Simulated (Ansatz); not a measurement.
Consider this model of amorphous silicon carbide (Si24C40).

```
CELL_PARAMETERS angstrom
      8.72155     0.04051     0.01539
      0.04051     8.66478    -0.22155
      0.01539    -0.22155     8.90078
ATOMIC_POSITIONS crystal
  Si 0.72548 0.11319 0.11782
  Si 0.35566 0.80983 0.32008
  Si 0.67709 0.96839 0.32466
  Si 0.99598 0.60123 0.83748
  Si 0.54215 0.16682 0.46429
  Si 0.81979 0.52817 0.08034
  Si 0.11140 0.30890 0.59966
  Si 0.53854 0.87854 0.64586
  Si 0.92460 0.93253 0.76364
  Si 0.48060 0.20983 0.74992
  Si 0.35729 0.43477 0.40761
  Si 0.92673 0.98287 0.41252
  Si 0.05812 0.66269 0.34108
  Si 0.23025 0.09115 0.38127
  Si 0.25628 0.97301 0.05200
  Si 0.45419 0.70323 0.91053
  Si 0.17115 0.50253 0.12184
  Si 0.58345 0.52988 0.62940
  Si 0.04104 0.24041 0.93175
  Si 0.80943 0.31349 0.75498
  Si 0.51572 0.44992 0.94040
  Si 0.93131 0.89366 0.07426
  Si 0.56621 0.59575 0.26203
  Si 0.89528 0.34342 0.38618
  C  0.03825 0.86215 0.25603
  C  0.66877 0.32182 0.36408
  C  0.28136 0.62316 0.63757
  C  0.35084 0.93519 0.52092
  C  0.46661 0.19381 0.18905
  C  0.11541 0.16355 0.74305
  C  0.01137 0.70320 0.55348
  C  0.16979 0.73694 0.61530
  C  0.88672 0.09979 0.98679
  C  0.60909 0.37785 0.76271
  C  0.35449 0.31005 0.92244
  C  0.16587 0.64902 0.96563
  C  0.91470 0.42211 0.91320
  C  0.75743 0.64197 0.63238
  C  0.96882 0.49377 0.23477
  C  0.90079 0.84866 0.56790
  C  0.89028 0.77709 0.90058
  C  0.92076 0.40900 0.59107
  C  0.60048 0.82071 0.03972
  C  0.76899 0.75110 0.02808
  C  0.19775 0.92928 0.24481
  C  0.58141 0.00128 0.99686
  C  0.57727 0.47220 0.42236
  C  0.21395 0.89879 0.62264
  C  0.74128 0.79004 0.59070
  C  0.55893 0.80495 0.21940
  C  0.60925 0.03907 0.82778
  C  0.44423 0.07217 0.08143
  C  0.03654 0.17314 0.42464
  C  0.62283 0.44199 0.11895
  C  0.12274 0.00252 0.71716
  C  0.91726 0.58042 0.63175
  C  0.27029 0.45268 0.59245
  C  0.27875 0.59928 0.29033
  C  0.26258 0.77303 0.97266
  C  0.78789 0.09263 0.81733
  C  0.43824 0.68068 0.69037
  C  0.22269 0.32389 0.00524
  C  0.37279 0.23105 0.32509
  C  0.62021 0.28728 0.19586
```

Methods: PBE, scalar-relativistic without spin-orbit coupling (Ansatz, an electronic-structure program); r2SCAN, scalar-relativistic without spin-orbit coupling (Ansatz). Neutral PBE cell, which sets geometry, pressure and energy: sampling: a 2×2×2 Γ-centred mesh; Fermi-Dirac width 0.05 eV; no spin polarisation.

Preparation: random packing, a CHGNet melt and quench, and a DFT relaxation. The hot cell started wider than the set density and was brought back towards it in steps. It is the lowest in DFT energy of 2 quenches. It is a model cell: composition and starting density were chosen by hand, and all elements were melted together. No dispersion term was used. A short ab initio anneal came between quench and relaxation. Its density started from a set value of 3.04 and ended at 2.85 g/cm³. The simulated quench (nominally 860 K/ps over its main leg) is rapid and tends to freeze in more defects than a deposited or slowly cooled glass has. Values belong to this one cell and scatter from quench to quench. Volume and shape were free in the relaxation.

Q: Give the pressure, the energy against reference phases and the spacing of the highest filled and lowest empty levels.

A: 
```json
{
 "Pressure on a 2×2×2 Γ-centred mesh": "0.02 GPa",
 "Largest force and stress component on that mesh (the relaxation ran on one k-point at (1/4, 1/4, 1/4))": "0.21 eV/Å and 0.1 GPa",
 "Energy relative to 6H silicon carbide + graphite (lowest mix at this level among the phases computed, not always the ambient ones)": "683 meV/atom",
 "Gap on a 2×2×2 Γ-centred mesh (PBE)": "0.16 eV",
 "Gap at the zone centre (PBE)": "0.31 eV",
 "Level spacing at the Fermi energy at the zone centre (r2SCAN, a state with unpaired spins)": "0.56 eV",
 "Distance between the nearest levels spread over more than a fifth of the atoms or a third of the atoms of their main element (six at least) (PBE, zone centre)": "0.31 eV"
}
```

Q: At PBE and the zone centre, how localised are the states just below and above the Fermi level (participation number: the atoms over which a state spreads)?

A: The highest filled state is spread over 21.4 atoms' worth, largest on C30, with weights by element (charge in smoothed Voronoi cells) C 0.79, Si 0.21. The lowest empty state is spread over 17.0 atoms' worth, largest on C36, with weights by element (charge in smoothed Voronoi cells) C 0.77, Si 0.23.

So small a spacing is near the smearing width and the bands' dispersion over the mesh, so it is a value of this cell and mesh.

Bonds are counted up to Si-Si 2.66 Å, Si-C 2.26 Å, C-C 1.83 Å.

A PBE run started with 1 μB on atoms that lack a bond or may hold spare charge lost its moments; other starts weren't tried.
